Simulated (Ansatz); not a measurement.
**Effective masses and thermopower of C (P6_3/mmc)**

Consider the following.

```
C
1.0
    2.44256     0.00000     0.00000
   -1.22128     2.11532     0.00000
    0.00000     0.00000     4.16407
C
4
Direct
  0.33333   0.66667   0.00073
  0.66667   0.33333   0.50073
  0.33333   0.66667   0.37427
  0.66667   0.33333   0.87427
```

All values below come from r2SCAN, rigid bands (plane waves, PAW, scalar-relativistic; Ansatz, an electronic-structure program). Condition of this run: biaxial stress in the c plane of 33 GPa (compression positive) (the target of the relaxation). How the cell was made: cell and atoms relaxed with PBEsol, then loaded as said.

| Item | Value |
|---|---|
| band gap | 3.30 eV |
| electron conductivity mass (300 K, dilute) | 0.44 (x), 0.44 (y), 0.27 (z) mₑ |
| hole conductivity mass (300 K, dilute) | 0.43 (x), 0.43 (y), 0.69 (z) mₑ |
| effective density of states N_c (300 K) | 1.1e19 cm⁻³ |
| effective density of states N_v (300 K) | 1.8e19 cm⁻³ |
| density-of-states mass, electrons | 0.58 mₑ |
| density-of-states mass, holes | 0.81 mₑ |
| Seebeck coefficient, n-type 1e19 cm⁻³, 300 K | -233 μV/K |
| best n-type power factor at 300 K for τ = 10 fs (best axis; densities from 1e16 to 1e21 cm⁻³ tried, whether or not they can be reached) | 7.1 μW/(cm·K²) at 3e19 cm⁻³ |
| Seebeck coefficient, p-type 1e19 cm⁻³, 300 K | 268 μV/K |
| best p-type power factor at 300 K for τ = 10 fs (best axis; densities from 1e16 to 1e21 cm⁻³ tried, whether or not they can be reached) | 6.8 μW/(cm·K²) at 1e20 cm⁻³ |

Rigid bands; masses and Seebeck coefficients take one relaxation time τ for all states and one kind of carrier; polarons and phonon drag are left out. Spin-orbit coupling is left out. Geometry: cell and atoms relaxed with PBEsol.
